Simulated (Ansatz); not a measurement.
Effect of isotropic strain +0.50 % on Au

Take Au in the fcc (Cu type) structure (space group Fm-3m, No. 225; a = 4.083 Å; relaxed with 0.1 eV smearing) as the base.

The change: every lattice vector is stretched by 0.50 %; the atoms relax in the strained cell.

Level of theory: PBEsol (Ansatz, a first-principles code, PAW, scalar-relativistic without spin-orbit coupling). Γ-centred 28×28×28 mesh, Fermi–Dirac width 0.1 eV.

| quantity | base | changed | shift |
|---|---|---|---|
| space group | Fm-3m (No. 225) | Fm-3m (No. 225) | – |
| shortest interatomic distance | 2.887 Å | 2.902 Å | +0.0144 Å |
| energy relative to the base (free energy F) | 0 meV/atom | +2.0 meV/atom | +2.0 meV/atom |
| band gap | zero | zero | – |

Final structure:

```xyz
1
Lattice="0.0000 2.0517 2.0517 2.0517 0.0000 2.0517 2.0517 2.0517 0.0000" Properties=species:S:1:pos:R:3 pbc="T T T"
Au     0.0000     0.0000     0.0000
```

No phonon test of stability was made.
